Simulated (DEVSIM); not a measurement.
Device: illuminated Si n-on-p cell, one wavelength, at 300 K.

| layer (left to right) | material | thickness (μm) | Nd (cm⁻³) | Na (cm⁻³) | τn (s) | τp (s) | absorption coefficient (cm⁻¹) |
|---|---|---|---|---|---|---|---|
| 1 | Si | 0.0570 | 1.5e18 | - | 3.8e-9 | 1.9e-7 | 56000 |
| 2 | Si | 66.0 | - | 9.4e15 | 2.1e-7 | 2.1e-7 | 56000 |

Left contact: ohmic, minority hole recombination velocity 200 cm/s. Right contact: ohmic, minority electron recombination velocity 80 cm/s. Voltage is applied to the left contact. Recombination: SRH at mid-gap, radiative, Auger. Light enters at the left, 5.2e16 photons cm⁻² s⁻¹, one pass, no reflection. Mobility is constant in doping.

The device is made up for the run: typed textbook-type constants, with dimensions and the other settings drawn at random. Values at 300 K.

```csv
parameter,Si
gap (eV),1.124
affinity (eV),4.05
permittivity,11.7
Nc (cm⁻³),2.86e19
Nv (cm⁻³),3.1e19
μn (cm²/Vs),1417
μp (cm²/Vs),470
B (cm³/s),4.7e-15
Cn (cm⁶/s),2.8e-31
Cp (cm⁶/s),9.9e-32
```

Simulated with DEVSIM: 1D drift-diffusion, Boltzmann statistics, complete ionisation; no tunnelling, impact ionisation, image-force lowering or self-heating.

The photon flux was swept, all else fixed.

```json
[
 {"photon flux (cm^-2 s^-1)": "1.6e15", "open-circuit voltage (V)": "0.410", "fill factor": "0.75", "largest power (mW/cm²)": "0.0785", "short-circuit current (mA/cm²)": "0.255"},
 {"photon flux (cm^-2 s^-1)": "5.2e15", "open-circuit voltage (V)": "0.443", "fill factor": "0.77", "largest power (mW/cm²)": "0.283", "short-circuit current (mA/cm²)": "0.830"},
 {"photon flux (cm^-2 s^-1)": "1.6e16", "open-circuit voltage (V)": "0.474", "fill factor": "0.79", "largest power (mW/cm²)": "0.951", "short-circuit current (mA/cm²)": "2.55"},
 {"photon flux (cm^-2 s^-1)": "5.2e16", "open-circuit voltage (V)": "0.505", "fill factor": "0.80", "largest power (mW/cm²)": "3.34", "short-circuit current (mA/cm²)": "8.30"},
 {"photon flux (cm^-2 s^-1)": "1.6e17", "open-circuit voltage (V)": "0.535", "fill factor": "0.81", "largest power (mW/cm²)": "11.0", "short-circuit current (mA/cm²)": "25.5"},
 {"photon flux (cm^-2 s^-1)": "5.2e17", "open-circuit voltage (V)": "0.565", "fill factor": "0.82", "largest power (mW/cm²)": "38.3", "short-circuit current (mA/cm²)": "83.0"},
 {"photon flux (cm^-2 s^-1)": "1.6e18", "open-circuit voltage (V)": "0.595", "fill factor": "0.82", "largest power (mW/cm²)": "125", "short-circuit current (mA/cm²)": "255"}
]
```

From the first row to the last the open-circuit voltage goes from 0.410 to 0.595. From the first row to the last the fill factor goes from 0.75 to 0.82.
